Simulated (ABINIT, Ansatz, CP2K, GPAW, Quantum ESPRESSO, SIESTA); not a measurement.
One structure in several programs: YMg3 (P-6m2, 4 atoms in the cell)

Self-consistent single point.

```
YMg3
1.0
    3.30799     0.00000     0.00000
   -1.65400     2.86480     0.00000
    0.00000     0.00000    10.93229
Y Mg
1 3
Direct
  0.66667   0.33333   0.50000
  0.66667   0.33333   0.00000
  0.33333   0.66667   0.24212
  0.33333   0.66667   0.75788
```

All programs got the same cell, k-point mesh and kind of occupations (in Ansatz's words: kpoints.mp_grid.grid = 12 12 4; scf.occupations.method = gaussian; scf.occupations.width = 0.0073 Ry); potentials, basis and cutoffs are each program's usual ones.

```tsv
code	model	pressure (GPa)	largest force (eV/Å)	k-points	cutoff
ABINIT	LDA (PW92), norm-conserving pseudopotentials (PseudoDojo nc-sr-04 LDA standard)	-2.56	0.042	57	42 Ha
SIESTA	LDA PW92, numerical atomic orbitals TZP, PseudoDojo LDA standard norm-conserving potentials (rewritten from UPF to PSML)	-1.72	0.001	320	grid 400 Ry
CP2K	LDA (Pade form), GPW, DZVP-MOLOPT-SR-GTH basis, GTH-PADE potentials (GTH_POTENTIALS)	-1.99	0.135	292	grid 1000 Ry
GPAW	LDA (Perdew-Wang 92), GPAW PAW datasets LDA (gpaw-data 1.0.1)	-2.61	0.040	57	800 eV
Quantum ESPRESSO	LDA (PZ), GBRV 1.5 ultrasoft (LDA) pseudopotentials	-2.64	0.042	57	40 Ry
Ansatz	LDA (PW92), PAW files made with PBE	-2.60	0.043	57	30.9 Ry
```

The spread over the programs that give each value: pressure within 0.92 GPa; largest force within 0.134 eV/Å.

The starting cell comes from a database of computed structures (which also holds hypothetical and non-ambient phases and stackings), without a prior relaxation at this level.

Why do the programs differ, and what cannot be compared?

Differences of this kind can come from the potentials, where these differ, and from what each basis and cutoff leave unconverged. The zero of total energies and Fermi levels follows the potentials and each program's conventions, so they are not compared here. SIESTA and CP2K use small atom-centred bases, whose incompleteness enters pressures, forces and empty levels differently from a plane-wave cutoff. Ansatz's pressure is given at a fixed set of plane waves, as the other plane-wave codes print theirs. Ansatz's smearing width was typed in Ry to four decimals, so it matches the others to a few per cent. The same LDA comes in different parametrisations, which differ slightly. The programs reduce the same mesh by symmetry to different extents, which changes the work and not the result. In the force vectors, CP2K (by 0.093) lies more than 0.08 eV/Å from the median of the plane-wave programs.

Left out of this page: Elk and FLEUR (not drawn, or without a comparable value).

Ansatz is a program for electronic structure.

Keys are those of Ansatz 0.2.
